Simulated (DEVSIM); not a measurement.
Structure: abrupt In0.53Ga0.47As p-n junction, at 350 K.

```csv
layer (left to right),material,thickness (μm),Nd (cm⁻³),Na (cm⁻³),τn (s),τp (s)
1,In0.53Ga0.47As,7.30,-,3.5e15,1.7e-9,1.7e-9
2,In0.53Ga0.47As,16.0,1.1e16,-,1.7e-9,1.7e-9
```

Left contact: ohmic. Right contact: ohmic. Voltage is applied to the left contact. Recombination: SRH at mid-gap, Auger. Mobility is μmin + (μ − μmin)/(1 + (N/Nref)^α).

Constants are typed, rounded textbook-type inputs, not results; the design itself was drawn at random and stands for no fabricated device. Values at 300 K; Nc and Nv go as T^1.5, mobilities as T to minus their exponent, the gap by Varshni's rule with the affinity fixed.

```
parameter         In0.53Ga0.47As
----------------  --------------
gap (eV)                    0.74
affinity (eV)               4.51
permittivity                13.9
Nc (cm⁻³)                 2.1e17
Nv (cm⁻³)                 7.7e18
μn (cm²/Vs)                12000
μp (cm²/Vs)                  300
μn,min                       300
μp,min                        10
Nref,n                    1.3e17
Nref,p                    4.9e17
αn                          0.48
αp                           0.4
T exponent of μn             1.6
T exponent of μp             1.6
Cn (cm⁶/s)                 5e-29
Cp (cm⁶/s)                 5e-29
Varshni α (eV/K)         0.00035
Varshni β (K)                190
```

Simulated with DEVSIM: 1D drift-diffusion, Boltzmann statistics, complete ionisation; no tunnelling, impact ionisation, image-force lowering or self-heating.

Tabulate band edges, carrier densities and field at 0.7 V on the left contact.

Energies count from the Fermi level of the right contact; mesh points crowd at the junctions.

| x (μm) | Ec (eV) | Ev (eV) | n (cm⁻³) | p (cm⁻³) | field (V/cm) |
|---|---|---|---|---|---|
| 0.000 | -0.214 | -0.939 | 2.7e10 | 3.5e15 | 750 |
| 0.03724 | -0.211 | -0.936 | 5.3e13 | 3.5e15 | 750 |
| 0.1319 | -0.204 | -0.929 | 1.7e14 | 3.6e15 | 720 |
| 0.3888 | -0.187 | -0.912 | 3.9e14 | 3.9e15 | 650 |
| 1.427 | -0.127 | -0.852 | 7.6e14 | 4.3e15 | 520 |
| 3.650 | -0.029 | -0.753 | 1.1e15 | 4.6e15 | 370 |
| 5.878 | 0.037 | -0.688 | 1.7e15 | 5.2e15 | 210 |
| 6.913 | 0.055 | -0.670 | 2.2e15 | 5.7e15 | 130 |
| 7.162 | 0.056 | -0.669 | 2.6e15 | 5.5e15 | -270 |
| 7.261 | 0.047 | -0.678 | 3.7e15 | 3.9e15 | -2300 |
| 7.300 | 0.033 | -0.692 | 5.9e15 | 2.4e15 | -4700 |
| 7.361 | 0.017 | -0.708 | 1.0e16 | 1.4e15 | -1200 |
| 7.493 | 0.013 | -0.712 | 1.2e16 | 1.0e15 | 11 |
| 7.829 | 0.015 | -0.710 | 1.2e16 | 7.8e14 | 65 |
| 9.228 | 0.023 | -0.702 | 1.1e16 | 2.2e14 | 55 |
| 12.25 | 0.039 | -0.686 | 1.1e16 | 1.4e13 | 51 |
| 18.20 | 0.070 | -0.655 | 1.1e16 | 6.9e10 | 51 |
| 21.39 | 0.086 | -0.639 | 1.1e16 | 1.2e10 | 51 |
| 22.78 | 0.093 | -0.632 | 1.1e16 | 9.1e9 | 51 |
| 23.11 | 0.095 | -0.630 | 1.1e16 | 8.7e9 | 51 |
| 23.24 | 0.096 | -0.629 | 1.1e16 | 8.6e9 | 51 |
| 23.30 | 0.096 | -0.629 | 1.1e16 | 8.5e9 | 51 |
